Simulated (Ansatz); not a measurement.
We look at the formation energy of Cu_Mo in Mo (bcc, Im-3m). Reaction: 63 Mo (bcc) + Cu (fcc) → cell A.

Cell A: a supercell of 64 sites of Mo (bcc, Im-3m) with Cu on a Mo site (8 Mo at 2.75 Å); spin state with PBE: run without spin, k-point mesh 4×4×4.
```
CELL_PARAMETERS angstrom
     10.95032     0.00000     0.00000
     -3.65011    10.32406     0.00000
     -3.65011    -5.16203     8.94090
ATOMIC_POSITIONS crystal
  Mo 0.00000 0.00000 0.00000
  Mo 0.99991 0.99991 0.24996
  Mo 0.00000 0.00000 0.50000
  Mo 0.00009 0.00009 0.75004
  Mo 0.99991 0.24996 0.99991
  Mo 0.99968 0.24984 0.24984
  Mo 0.99991 0.24994 0.50000
  Mo 0.00000 0.25000 0.75000
  Mo 0.00000 0.50000 0.00000
  Mo 0.99991 0.50000 0.24994
  Mo 0.00000 0.50000 0.50000
  Mo 0.00009 0.50000 0.75006
  Mo 0.00009 0.75004 0.00009
  Mo 0.00000 0.75000 0.25000
  Mo 0.00009 0.75006 0.50000
  Mo 0.00032 0.75016 0.75016
  Mo 0.24996 0.99991 0.99991
  Mo 0.24984 0.99968 0.24984
  Mo 0.24994 0.99991 0.50000
  Mo 0.25000 0.00000 0.75000
  Mo 0.24984 0.24984 0.99968
  Mo 0.24872 0.24872 0.24872
  Mo 0.25377 0.25377 0.50000
  Mo 0.24994 0.24994 0.75004
  Mo 0.24994 0.50000 0.99991
  Mo 0.25377 0.50000 0.25377
  Mo 0.24872 0.50000 0.50000
  Mo 0.24984 0.50000 0.75016
  Mo 0.25000 0.75000 0.00000
  Mo 0.24994 0.75004 0.24994
  Mo 0.24984 0.75016 0.50000
  Mo 0.24996 0.75006 0.75006
  Mo 0.50000 0.00000 0.00000
  Mo 0.50000 0.99991 0.24994
  Mo 0.50000 0.00000 0.50000
  Mo 0.50000 0.00009 0.75006
  Mo 0.50000 0.24994 0.99991
  Mo 0.50000 0.25377 0.25377
  Mo 0.50000 0.24872 0.50000
  Mo 0.50000 0.24984 0.75016
  Mo 0.50000 0.50000 0.00000
  Mo 0.50000 0.50000 0.24872
  Cu 0.50000 0.50000 0.50000
  Mo 0.50000 0.50000 0.75128
  Mo 0.50000 0.75006 0.00009
  Mo 0.50000 0.75016 0.24984
  Mo 0.50000 0.75128 0.50000
  Mo 0.50000 0.74623 0.74623
  Mo 0.75004 0.00009 0.00009
  Mo 0.75000 0.00000 0.25000
  Mo 0.75006 0.00009 0.50000
  Mo 0.75016 0.00032 0.75016
  Mo 0.75000 0.25000 0.00000
  Mo 0.75004 0.24994 0.24994
  Mo 0.75016 0.24984 0.50000
  Mo 0.75006 0.24996 0.75006
  Mo 0.75006 0.50000 0.00009
  Mo 0.75016 0.50000 0.24984
  Mo 0.75128 0.50000 0.50000
  Mo 0.74623 0.50000 0.74623
  Mo 0.75016 0.75016 0.00032
  Mo 0.75006 0.75006 0.24996
  Mo 0.74623 0.74623 0.50000
  Mo 0.75128 0.75128 0.75128
```

Reference: Mo (bcc, Im-3m), 64 atoms in the cell, the relaxed perfect crystal repeated, atoms not moved again; spin state with PBE: run without spin, k-point mesh 4×4×4 on the run's own vectors.

Reference: Cu (fcc, Fm-3m), 1 atom in the cell; spin state with PBE: run without spin, k-point mesh 28×28×28 on the run's own vectors. Conventional cell: a = 3.6298 Å, b = 3.6298 Å, c = 3.6298 Å, α = 90.00°, β = 90.00°, γ = 90.00°.

Plane-wave PAW calculations with Ansatz (a quantum-chemistry and plane-wave program), its default PAW set, cutoff 500 eV. The structures are at rest with PBE, within the held lattices; other levels are single points on them. Neutral cells; Fermi-Dirac smearing of at most 0.10 eV in the solids, energies taken to zero width. The lattices are those relaxed with PBE, so at other levels the solids can be strained. Larger cells are relaxed from a start prepared with the learned potential CHGNet, on a coarser mesh till forces fall under 0.03 eV/Å, which some starts already meet. A dispersion term (D3(BJ), or D4 for r2SCAN) was computed beside these levels and is taken off wherever the name lacks it. No zero-point or thermal terms. Cells are local rest points, mostly with their start's symmetry. No correction for cell size. Mesh and cell size may move defect energies by 0.1 eV or more. Cell A has symmetry Im-3m within 0.02 Å and got no random move, so less symmetric positions, which may lie lower, weren't tried.

Question: Give the value at the level r2SCAN.

Answer: 1.25 eV, for 63 Mo (bcc) + Cu (fcc) → cell A.
